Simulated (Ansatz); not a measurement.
Input and output of a self-consistent single point for Be₂Ag (R3m, 6 atoms in the cell) (Ansatz, a program for electronic structure).

Computed with LDA (PW92), harder PAW files (source: ansatz) made with PBE (plane waves; Ansatz).

The change in words: lattice scaled by 0.98; basis.ecutwfc: 30.9 Ry → 84.5 Ry; hamiltonian.pseudopotentials: {kind: paw} (the program's default PAW files) → {kind: paw, source: ansatz}. Reference geometry:
```xyz
6
Lattice="0.0000 3.1805 3.1805 3.1805 0.0000 3.1805 3.1805 3.1805 0.0000" Properties=species:S:1:pos:R:3 pbc="T T T"
Be     2.3854     2.3854     3.9756
Be     2.3854     3.9756     2.3854
Be     4.0045     4.0045     4.0045
Be     3.9756     2.3854     2.3854
Ag     1.5902     1.5902     1.5902
Ag     0.0000     0.0000     0.0000
```

Reference input (self-consistent single point, DFT, LDA (PW92), plane waves, default PAW files made with PBE): basis.ecutwfc = 30.9 Ry; kpoints.mp_grid.grid = 9 9 9; hamiltonian.xc = lda; hamiltonian.pseudopotentials = {kind: paw} (the program's default PAW files); scf.occupations.method = fermi_dirac; scf.occupations.width = 0.0073 Ry. This run's input differs from it in these lines:

Ansatz 0.2 input:
```diff
@@ -3,5 +3,5 @@
   lattice:
-    - [0.00000000, 3.18048300, 3.18048300]
-    - [3.18048300, 0.00000000, 3.18048300]
-    - [3.18048300, 3.18048300, 0.00000000]
+    - [0.00000000, 3.11687300, 3.11687300]
+    - [3.11687300, 0.00000000, 3.11687300]
+    - [3.11687300, 3.11687300, 0.00000000]
   atoms:
@@ -14,3 +14,3 @@
 basis:
-  ecutwfc: 30.9 Ry
+  ecutwfc: 84.5 Ry
 kpoints:
@@ -22,2 +22,3 @@
     kind: paw
+    source: ansatz
 scf:
```

Output, abridged:

```
SCF iter   1: F=—  HF=-16538.462464 eV  |F-HF|=—  |Δ(HF+E_count)|=         —  Δρ=1.74e-1  dr2=3.28e1  ethr=3.10e-3  ⟨swp⟩=5.8  Hψ=12042  notcnv=0  defer=1
all-band conjugate gradients solve this SCF's bands
preconditioner: auto → Kerker (q_TF=auto, 2.677 Å⁻¹)
SCF iter   2: F=—  HF=-16533.103568 eV  |F-HF|=—  |Δ(HF+E_count)|=    5.36e0  Δρ=7.82e-2  dr2=7.87e0  ethr=3.10e-3  ⟨swp⟩=3.0  Hψ=6126  notcnv=0  defer=31
   [... lines left out ...]
SCF iter   5: F=—  HF=-16530.882822 eV  |F-HF|=—  |Δ(HF+E_count)|=   5.42e-3  Δρ=1.34e-3  dr2=1.52e-3  ethr=3.39e-5  ⟨swp⟩=2.0  Hψ=3972  notcnv=0  defer=67
SCF iter   6: F=—  HF=-16530.882424 eV  |F-HF|=—  |Δ(HF+E_count)|=   3.98e-4  Δρ=2.62e-4  dr2=6.35e-5  ethr=2.81e-6  ⟨swp⟩=2.0  Hψ=3646  notcnv=0  defer=67
SCF iter   7: F=—  HF=-16530.882329 eV  |F-HF|=—  |Δ(HF+E_count)|=   9.52e-5  Δρ=4.09e-5  dr2=1.25e-6  ethr=1.18e-7  ⟨swp⟩=2.0  Hψ=3838  notcnv=0  defer=67
SCF iter   8: F=-16530.882328 eV  HF=-16530.882328 eV  |F-HF|=7.95e-8  |Δ(HF+E_count)|=   3.50e-7  Δρ=1.14e-5  dr2=6.85e-8  ethr=1.85e-10  ⟨swp⟩=10.2  Hψ=14559  notcnv=0
SCF 1 converged in 8 iterations: F = -16530.882328 eV  dr2 = 6.85e-8
Free energy (F): -16530.882328 eV
Internal energy: -16530.855444 eV  (E = F + TS)
E sigma→0 (E₀):  -16530.868886 eV
Entropy (-TS):   -0.026884 eV (-4.481 meV/atom)
Fermi energy:    15.819481 eV
--- Forces (eV/Å), atoms counted from 1 ---
  atom   1  Be     0.10070224     0.10070224     0.04700608
  atom   2  Be     0.10070224     0.04700608     0.10070224
  atom   3  Be    -0.30045966    -0.30045966    -0.30045966
  atom   4  Be     0.04700608     0.10070224     0.10070224
  atom   5  Ag     0.02578049     0.02578049     0.02578049
  atom   6  Ag     0.02631165     0.02631165     0.02631165
--- Stress (GPa, compression-positive) ---
        2.810895       0.034962       0.034962
        0.034962       2.810895       0.034962
        0.034962       0.034962       2.810895
  P = ⅓ Tr σ = 2.8109 GPa (28.109 kbar)
  The stress holds the Pulay correction. Without it, at fixed plane waves, as pw.x and ABINIT print it: P = 2.8069 GPa
```

The run converged in 8 iterations. Against the reference run the pressure goes from -5.75 to 2.81 GPa and the largest force goes from 0.456 to 0.520 eV/Å.

The starting cell comes from a database of computed structures (which also holds hypothetical and non-ambient phases and stackings), without a prior relaxation at this level. Its lattice was rescaled by up to half a per cent. One atom was moved a little off its site on purpose. For this run, on top of that: lattice scaled by 0.98. Ansatz's pressure includes its estimate of the finite-basis (Pulay) stress.

Cost on one core of a shared machine: roughly 60 s.
